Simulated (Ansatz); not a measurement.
Consider ZrS2 in the CdI2 type structure (space group P-3m1, No. 164; a = 3.635 Å, c = 5.720 Å; layered, stacked along the Cartesian z axis).

All numbers come from DFT with PBE-D3(BJ), PAW potentials and a 420 eV plane-wave cutoff in Ansatz (a program for electronic structure), no SOC.

One change was made to it. Results:

The volume per atom drops by 4.587 Å³, from 21.81 Å³ to 17.23 Å³; the c/a ratio decreases by 0.0525 (1.574 → 1.521).

Problem. Which change produced these results?
A. pressure 45 GPa
B. pressure 9 GPa
C. pressure 18 GPa

Solution. C, pressure 18 GPa. For comparison, the volume per atom in the other runs: pressure 9 GPa gives 18.78 Å³; pressure 45 GPa gives 14.31 Å³.

The mesh was chosen for an insulator and is coarse for the gapless case. Load acts through the strain it causes; cell and atoms are relaxed under it. No phonon test of stability was made. No other phases were tried under pressure. All final runs are without spin polarisation.
